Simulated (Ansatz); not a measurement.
Input and output of a self-consistent single point for Si₂Ni (Fm-3m, 3 atoms in the cell) (Ansatz, an electronic-structure program).

Method: PBE (plane waves, PAW; Ansatz).

The change in words: lattice scaled by 0.98. Reference geometry:
```
CELL_PARAMETERS angstrom
      0.00000     2.68481     2.68481
      2.68481     0.00000     2.68481
      2.68481     2.68481     0.00000
ATOMIC_POSITIONS crystal
  Si 0.25000 0.25000 0.25000
  Si 0.75000 0.75000 0.75000
  Ni 0.00000 0.00000 0.00000
```

Reference input (self-consistent single point, DFT, PBE, plane waves, default PAW files): kpoints.mp_grid.grid = 9 9 9; hamiltonian.xc = pbe; hamiltonian.pseudopotentials = {kind: paw} (the program's default PAW files); scf.occupations.method = gaussian; scf.occupations.width = 0.272 eV. This run's input differs from it in these lines:

```diff
@@ -2,5 +2,5 @@
   lattice:
-    - [0.00000000, 2.68480600, 2.68480600]
-    - [2.68480600, 0.00000000, 2.68480600]
-    - [2.68480600, 2.68480600, 0.00000000]
+    - [0.00000000, 2.63111000, 2.63111000]
+    - [2.63111000, 0.00000000, 2.63111000]
+    - [2.63111000, 2.63111000, 0.00000000]
   atoms:
```

Output, abridged:

```
SCF iter   1: F=—  HF=-7112.210124 eV  |F-HF|=—  |Δ(HF+E_count)|=         —  Δρ=1.22e-2  dr2=3.80e-2  ethr=1.77e-3  ⟨swp⟩=5.0  Hψ=2870  notcnv=0
all-band conjugate gradients solve this SCF's bands
preconditioner: auto → Kerker (q_TF=auto, 2.579 Å⁻¹)
SCF iter   2: F=—  HF=-7112.206737 eV  |F-HF|=—  |Δ(HF+E_count)|=   3.39e-3  Δρ=3.54e-3  dr2=4.33e-3  ethr=1.46e-4  ⟨swp⟩=1.0  Hψ=875  notcnv=0
SCF iter   3: F=—  HF=-7112.206245 eV  |F-HF|=—  |Δ(HF+E_count)|=   4.92e-4  Δρ=1.18e-3  dr2=5.87e-4  ethr=1.67e-5  ⟨swp⟩=1.0  Hψ=595  notcnv=0
SCF iter   4: F=—  HF=-7112.206249 eV  |F-HF|=—  |Δ(HF+E_count)|=   3.29e-6  Δρ=4.03e-4  dr2=5.40e-5  ethr=2.26e-6  ⟨swp⟩=2.4  Hψ=911  notcnv=0
SCF iter   5: F=—  HF=-7112.206235 eV  |F-HF|=—  |Δ(HF+E_count)|=   1.35e-5  Δρ=1.25e-4  dr2=6.95e-6  ethr=2.08e-7  ⟨swp⟩=2.2  Hψ=783  notcnv=0
SCF iter   6: F=—  HF=-7112.206239 eV  |F-HF|=—  |Δ(HF+E_count)|=   3.35e-6  Δρ=4.52e-5  dr2=8.59e-7  ethr=2.67e-8  ⟨swp⟩=2.1  Hψ=791  notcnv=0
SCF iter   7: F=-7112.206239 eV  HF=-7112.206239 eV  |F-HF|=2.65e-8  |Δ(HF+E_count)|=   5.63e-8  Δρ=9.81e-6  dr2=3.84e-8  ethr=3.85e-10  ⟨swp⟩=3.1  Hψ=2437  notcnv=0
SCF 1 converged in 7 iterations: F = -7112.206239 eV  dr2 = 3.84e-8
Free energy (F): -7112.206239 eV
Internal energy: -7112.169376 eV  (E = F + TS)
E sigma→0 (E₀):  -7112.187807 eV
Entropy (-TS):   -0.036863 eV (-12.288 meV/atom)
Fermi energy:    14.831539 eV
--- Forces (eV/Å), atoms counted from 1 ---
  atom   1  Si     0.00000000    -0.00000000    -0.00000000
   [... zero for the other atoms too ...]
--- Stress (GPa, compression-positive) ---
       18.924325      -0.000000      -0.000000
       -0.000000      18.924325      -0.000000
        0.000000       0.000000      18.924325
  P = ⅓ Tr σ = 18.9243 GPa (189.243 kbar)
  The stress holds the Pulay correction. Without it, at fixed plane waves, as pw.x and ABINIT print it: P = 18.8609 GPa
```

The run converged in 7 iterations. Against the reference run the free energy goes up by 59.9 meV/atom and the pressure goes from 6.99 to 18.92 GPa.

The starting cell comes from a database of computed structures (which also holds hypothetical and non-ambient phases and stackings), without a prior relaxation at this level. Its lattice was rescaled by a random factor within 2.5 % of one. For this run, on top of that: lattice scaled by 0.98. Spin polarisation is off. With a pressure of about 19 GPa the cell is away from its equilibrium volume at this level. Ansatz's pressure includes its estimate of the finite-basis (Pulay) stress.

Keys are those of Ansatz 0.2.
